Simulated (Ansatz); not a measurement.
Pressure series in HfO2

The reference is HfO$_{2}$ (space group P4_2/nmc, No. 137; a = 3.6048 Å, c = 5.2650 Å).

Cell and atoms are relaxed at each pressure.

Computed with plane-wave PAW DFT at the PBE level (Ansatz, an electronic-structure program, 420 eV), no spin-orbit coupling, earlier PAW set.

| variant | band gap | electron mass | lattice parameter a |
|---|---|---|---|
| base | 4.67 eV | 1.0 mₑ along c, 0.88 mₑ across (at Γ) | 3.605 Å |
| pressure −2 GPa | 4.67 eV | 1.0 mₑ along c, 0.90 mₑ across (at Γ) | 3.615 Å |
| pressure −1 GPa | 4.67 eV | 1.0 mₑ along c, 0.90 mₑ across (at Γ) | 3.610 Å |
| pressure 0.3 GPa | 4.67 eV | 1.0 mₑ along c, 0.88 mₑ across (at Γ) | 3.603 Å |
| pressure 0.7 GPa | 4.67 eV | 1.0 mₑ along c, 0.88 mₑ across (at Γ) | 3.601 Å |
| pressure 1.5 GPa | 4.67 eV | 1.0 mₑ along c, 0.87 mₑ across (at Γ) | 3.597 Å |
| pressure 3 GPa | 4.67 eV | 1.0 mₑ along c, 0.85 mₑ across (at Γ) | 3.590 Å |
| pressure 5 GPa | 4.67 eV | 1.0 mₑ along c, 0.84 mₑ across (at Γ) | (withheld) |
| pressure 7.5 GPa | 4.64 eV | 1.1 mₑ along c, 0.82 mₑ across (at Γ) | 3.570 Å |
| pressure 10 GPa | (withheld) | 1.0 mₑ along c, 0.80 mₑ across (at Γ) | 3.559 Å |

Task: Complete the table.

Result: 
- pressure 5 GPa, lattice parameter a: 3.581 Å
- pressure 10 GPa, band gap: 4.62 eV

Spin-orbit coupling, missing from the scalar runs, can matter with Hf. Load acts through the strain it causes; cell and atoms are relaxed under it. Masses are band curvatures over ±0.01 Å⁻¹ around the edge. Stability against distortions was not tested. No other phases were tried under pressure. This is not the structure that HfO2 has at room temperature and ambient pressure.
